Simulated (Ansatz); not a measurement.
Consider ZnS in the zinc blende structure (space group F-43m, No. 216; a = 5.3891 Å). Axes: x, y, z lie along the cube axes.

The values are results of plane-wave PAW DFT at the r2SCAN level (Ansatz, a quantum-chemistry and plane-wave program, 500 eV), without spin-orbit coupling, not measurements.

Free-standing slabs (2 atom(s) a layer) normal to [110] with 15 Å of vacuum; in-plane cell held at bulk.

One change was made to it. Results:

The gap character comes out as direct at Γ; the band gap rises by 0.63 eV to 3.33 eV.

Task: Which change produced these results?
A) 5 layers
B) 2 layers
C) 7 layers
D) 4 layers
E) 1 layer

Result: B, 2 layers. For comparison, the band gap in the other runs: 5 layers gives 2.94 eV; 4 layers gives 3.01 eV; 1 layer gives 2.86 eV; 7 layers gives 2.88 eV.

Stability against distortions was not tested. Labels are those of the standard path for the cell's own space group.
